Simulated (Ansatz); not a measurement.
# A computed series for Rh: alloy series

Consider Rh in the fcc (Cu type) structure (space group Fm-3m, No. 225; a = 3.8000 Å).

The other end (x = 1) is Bi in the fcc (Cu type) structure (space group Fm-3m, No. 225; a hypothetical phase, not in the database extracts checked): 31.33 Å³/atom, gap zero; this end may not be an ambient phase.

Bi replaces a fraction x of Rh; each row is one arrangement (x, atoms in the cell, starting space group or random), fully relaxed.

Level of theory: Ansatz (a quantum-chemistry and plane-wave program) r2SCAN, no SOC.

Notes on the quantities. mixing energy: to 0.01 eV only: unlike meshes or grids; against an end that may be hypothetical.

| case | mixing energy | volume per atom |
|---|---|---|
| base | – | 13.72 Å³ |
| x(Bi) = 0.25, 4 atoms, P4/mmm | +0.12 eV/atom | 16.60 Å³ |
| x(Bi) = 0.25, 4 atoms, I4/mmm | 0.00 eV/atom | 15.98 Å³ |
| x(Bi) = 0.333, 3 atoms, P-3m1 | +0.32 eV/atom | 18.24 Å³ |
| x(Bi) = 0.333, 3 atoms, I4/mmm | +0.17 eV/atom | 17.33 Å³ |
| x(Bi) = 0.5, 4 atoms, C2/m | -0.21 eV/atom | 20.12 Å³ |
| x(Bi) = 0.75, 4 atoms, C2/m | -0.18 eV/atom | 26.92 Å³ |
| x(Bi) = 0.75, 4 atoms, P4/mmm | -0.23 eV/atom | 26.27 Å³ |

These are small ordered cells, not random alloys; other orderings at the same x differ. No phonon test of stability was made. All final runs are without spin polarisation. An odd electron count without spin: BiRh2. BiRh3, BiRh2 and Bi3Rh have a high density of states at the Fermi level and may be magnetic at this level. Under x(Bi) = 0.25, 4 atoms, P4/mmm, x(Bi) = 0.333, 3 atoms, P-3m1 and x(Bi) = 0.333, 3 atoms, I4/mmm and more the cell changed shape so far that it is another structure.
